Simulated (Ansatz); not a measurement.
The parent structure is BeS (space group P6_422, No. 181; a = 3.4236 Å, c = 7.7457 Å; a hypothetical phase, not in the database extracts checked). Axes: x lies along a and z along c of the hexagonal cell.

One thing is altered: biaxial strain +2.01 %, plane normal [001], relaxed out of plane (Cartesian); in-plane vectors clamped, the third vector and the atoms free.

Levels (all Ansatz, a quantum-chemistry and plane-wave program, PAW): PBEsol (420 eV, no SOC); r2SCAN (500 eV, no spin-orbit coupling); HSE06 (420 eV, no SOC).

At the geometry relaxed with PBEsol, these levels gave the following band gaps, in shuffled order: (a) 3.47 eV, (b) 3.05 eV, (c) 2.43 eV.

Match each gap to its level.

(a) HSE06; (b) r2SCAN; (c) PBEsol.

Single points use the geometry relaxed with PBEsol. HSE06 gaps are upper bounds (no full band path). Stability against distortions was not tested. The base started in P3_121 and relaxed to P6_422 at this level.
